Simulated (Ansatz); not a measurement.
The starting structures come from a database of crystals and need not be the phases stable at ambient conditions.

## Evanescent states of Cs$_{2}$NaYCl$_{6}$ (Fm-3m, not sure to be the ambient phase, 10 atoms a cell, 32.5 Å³ an atom) along the normal of (110)

All values below come from PBEsol (plane waves, PAW; Ansatz, a program for electronic structure).

The gap is the functional's own, uncorrected, and κ follows it; spin-orbit coupling is left out. Mid-gap values are interpolated between the computed energies.

Energies count from the valence-band top; κ is the least over a 4×4 mesh across the current.

```tsv
E (eV)	κ (1/Å)	where
0.12	0.189	Γ
0.34	0.258	Γ
0.57	0.291	Γ
0.81	0.316	Γ
1.03	0.334	Γ
1.26	0.348	Γ
1.50	0.358	Γ
1.73	0.365	Γ
1.96	0.369	Γ
2.19	0.371	Γ
2.42	0.370	Γ
2.65	0.367	Γ
2.88	0.362	Γ
3.10	0.354	Γ
3.33	0.344	Γ
3.56	0.331	Γ
3.79	0.315	Γ
4.03	0.295	Γ
4.25	0.270	Γ
4.49	0.240	Γ
4.71	0.199	Γ
4.95	0.114	Γ
```

Question: How thick must the barrier be to attenuate the transmission by 10^6 when the electrodes' Fermi level lies at 3.79 eV, and what attenuation does that film give at 3.33 eV?

Answer: d = 6 ln 10 / (2 × 0.315) = 21.9 Å. At 3.33 eV it gives 6 × 0.344/0.315 = 6.6 decades.
